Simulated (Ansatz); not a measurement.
**What isotropic strain −0.34 % does to Mg2Si**

Take Mg$_{2}$Si (space group Fm-3m, No. 225; a = 6.326 Å) as the base.

Now apply this change: the cell is scaled by 0.9966 in all directions; the atoms relax in the strained cell.

Computed with Ansatz (a quantum-chemistry and plane-wave program), PBEsol, PAW, cutoff 420 eV, no spin-orbit coupling. k-mesh 13×13×13 (Γ-centred); smearing 0.05 eV (Fermi–Dirac).

The volume per atom drops by 0.214 Å³, from 21.10 Å³ to 20.88 Å³ and the space group stays Fm-3m (No. 225). The shortest interatomic distance drops by 0.009 Å to 2.730 Å and the energy increases by 0.4 meV/atom. The pressure increases by 5.83 kbar, from -0.1 kbar to 5.8 kbar and the band gap falls by 0.012 eV to 0.10 eV. The gap character remains indirect, Γ → X and the smallest direct gap grows by 0.06 eV to 1.93 eV. The width of the top valence band increases by 0.02 eV to 2.73 eV and the electron mass remains 0.58 mₑ along k, 0.18 mₑ across (at X). The valley order (the lowest conduction-band minima on the path, energy above the VBM, named in the base's zone) becomes X along ⟨100⟩ 0.10 eV; L along ⟨111⟩ 1.32 eV (base: X along ⟨100⟩ 0.12 eV; L along ⟨111⟩ 1.28 eV).

Final structure:

```xyz
3
Lattice="0.0000 3.1523 3.1523 3.1523 0.0000 3.1523 3.1523 3.1523 0.0000" Properties=species:S:1:pos:R:3 pbc="T T T"
Si     0.0000     0.0000     0.0000
Mg     1.5761     1.5761     1.5761
Mg     4.7284     4.7284     4.7284
```

Effective masses come from finite differences of ±0.01 Å⁻¹. Along k means along the line from Γ to the band edge. Stability against distortions was not tested. A zero or small gap of Mg2Si can be the functional's error rather than a property of the material.
